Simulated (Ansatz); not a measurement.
The parent structure is C in the diamond structure (space group Fd-3m, No. 227; a = 3.560 Å).

The values are results of Ansatz (a program for electronic structure), r2SCAN, PAW, cutoff 500 eV, scalar-relativistic without spin-orbit coupling, earlier PAW set, not measurements.

Carriers are added at fixed cell with a uniform background; the Fermi–Dirac width is that of 300 K.

One change was made to it. Results:

```json
[
 {"quantity": "Fermi level relative to the doped band's edge (positive inside the band; to 0.05 eV)", "base": "–", "after": "+0.20 eV"},
 {"quantity": "gap between the host's bands", "base": "4.36 eV", "after": "4.37 eV"}
]
```

Q: Name the change that was made.
(A) holes 7.0×10^20 cm⁻³
(B) holes 7.0×10^21 cm⁻³
(C) holes 2.0×10^22 cm⁻³
(D) electrons 7.0×10^21 cm⁻³

A: A, holes 7.0×10^20 cm⁻³. For comparison, the Fermi level from band edge in the other runs: electrons 7.0×10^21 cm⁻³ gives +0.75 eV; holes 7.0×10^21 cm⁻³ gives +0.95 eV; holes 2.0×10^22 cm⁻³ gives +1.75 eV.

Charged cell with a jellium background: band edges are those of the host's band count, energies are not comparable with the neutral cell, and many-body gap narrowing is missing. Stability against distortions was not tested.
